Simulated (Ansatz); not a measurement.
What isotropic strain +0.34 % does to Gd

Base system: Gd in the hcp (Mg type) structure (space group P6_3/mmc, No. 194; a = 3.6554 Å, c = 5.8485 Å; ferromagnetic; relaxed with 0.1 eV smearing).

It is then changed as follows: every lattice vector is stretched by 0.34 %, atoms relaxed at fixed cell.

Computed with Kohn–Sham DFT with the PBE functional, run in Ansatz (a first-principles code) with PAW and 420 eV plane waves, without spin-orbit coupling. k-mesh 18×18×10 (Γ-centred); smearing 0.1 eV (Fermi–Dirac).

| quantity | base | changed | shift |
|---|---|---|---|
| space group | P6_3/mmc (No. 194) | P6_3/mmc (No. 194) | – |
| shortest interatomic distance | 360.6 pm | 361.9 pm | +1.23 pm |
| energy relative to the base (free energy F) | 0 meV/atom | +0.3 meV/atom | +0.3 meV/atom |
| pressure (mean of the normal stresses, compression positive) | 0.0 GPa | -0.3 GPa | -0.3 GPa |
| band gap | zero | zero | – |
| magnetic state | ferromagnetic | ferromagnetic | – |

Final structure:

```xyz
2
Lattice="3.6678 0.0000 0.0000 -1.8339 3.1764 0.0000 0.0000 0.0000 5.8684" Properties=species:S:1:pos:R:3 pbc="T T T"
Gd     0.0000     2.1176     4.4013
Gd     1.8339     1.0588     1.4671
```

Other magnetic orders, which the real material may have, were not ruled out. The state of the 4f shell was not checked for lower solutions. No phonon test of stability was made.
